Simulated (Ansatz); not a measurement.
Base system: Os in the hcp (Mg type) structure (space group P6_3/mmc, No. 194; a = 2.738 Å, c = 4.316 Å).

Level of theory: Ansatz (a quantum-chemistry and plane-wave program) r2SCAN, no spin-orbit coupling.

For the base:

| Quantity | Result |
|---|---|
| c/a ratio | 1.576 |
| Volume per atom | 14.01 Å³ |

One thing is altered: every Os is replaced by Cu; the structure is relaxed again.

Problem. Predict the new c/a ratio and volume per atom.

Solution. The c/a ratio goes up by 0.075, from 1.576 to 1.651; the volume per atom falls by 2.567 Å³ to 11.45 Å³.

Stability against distortions was not tested. For Cu in this form, whether it has been made was not checked. All final runs are without spin polarisation. This is not the structure that Cu has at room temperature and ambient pressure.
